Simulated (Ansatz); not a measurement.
A computed series for ZrSi2: pressure series

The parent structure is ZrSi$_{2}$ (space group Cmcm, No. 63; a = 3.6746 Å, b = 14.5674 Å, c = 3.6561 Å).

Cell and atoms are relaxed at each pressure.

Level of theory: PBEsol (Ansatz, a program for electronic structure, PAW, no spin-orbit coupling).

Notes on the quantities. enthalpy: H = E + PV relative to the base's energy.

```csv
case,volume per atom,enthalpy
base,16.31 Å³,–
pressure −2 GPa,16.56 Å³,-0.21 eV/atom
pressure −1 GPa,16.43 Å³,-0.10 eV/atom
pressure 0.9 GPa,16.20 Å³,+0.09 eV/atom
pressure 2.1 GPa,(withheld),+0.21 eV/atom
pressure 4.5 GPa,15.80 Å³,+0.45 eV/atom
pressure 9 GPa,(withheld),+0.89 eV/atom
pressure 15 GPa,14.85 Å³,+1.45 eV/atom
pressure 22.5 GPa,14.31 Å³,+2.14 eV/atom
pressure 30 GPa,13.84 Å³,+2.79 eV/atom
```

Problem. What belongs in the blanks?

Solution. 
- pressure 2.1 GPa, volume per atom: 16.06 Å³
- pressure 9 GPa, volume per atom: 15.36 Å³

Load acts through the strain it causes; cell and atoms are relaxed under it. Stability against distortions was not tested. Competing high-pressure phases were not computed. All final runs are without spin polarisation.
